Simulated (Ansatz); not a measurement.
**GaCuSe2: response to strain**

Take GaCuSe₂ in the chalcopyrite structure (space group I-42d, No. 122; a = 5.508 Å, c = 10.962 Å) as the base.

Strains are applied to the cell and any free atomic positions relax.

All numbers come from LDA, PAW, 420 eV (Ansatz, a first-principles code; no spin-orbit coupling).

Base values:

- Band gap: 0.17 eV

Q: The aim is a band gap between 0.57 eV and 0.62 eV. Which of these changes reaches it?
(A) isotropic strain −0.75 %
(B) isotropic strain −2.25 %
(C) isotropic strain −1.50 %
(D) isotropic strain −3.00 %

A: D, isotropic strain −3.00 %. It gives 0.60 eV; isotropic strain −2.25 % gives 0.49 eV; isotropic strain −0.75 % gives 0.27 eV; isotropic strain −1.50 % gives 0.38 eV. Changes not listed may reach it too

Stability against distortions was not tested. All final runs are without spin polarisation. A zero or small gap of GaCuSe2 can be the functional's error rather than a property of the material.
